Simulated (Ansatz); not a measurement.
A (6,0) MgO nanotube has 24 atoms in a period of 5.614 Å, a mean diameter of 6.51 Å, and lies 58 meV/atom over the flat sheet relaxed at the same level.

Level of theory: PBE (plane waves to 420 eV, PAW; Ansatz, an electronic-structure program). Mesh 1×1×6. No spin polarisation. Isolated but for its images some 11 Å away. A hypothetical model, rolled from the flat sheet. Symmetry and one short period hold its shape; lower forms weren't sought.

Task: Which bending rigidity of the sheet does this imply in the thin-plate picture?

Result: A plate bent to radius R stores D/(2R²) an area. The area an atom is π × 6.51 × 5.614/24 = 4.78 Å², so the stored energy is 0.058/4.78 = 0.0121 eV/Å². With R = 3.255 Å, D = 2R² × 0.0121 = 0.26 eV.
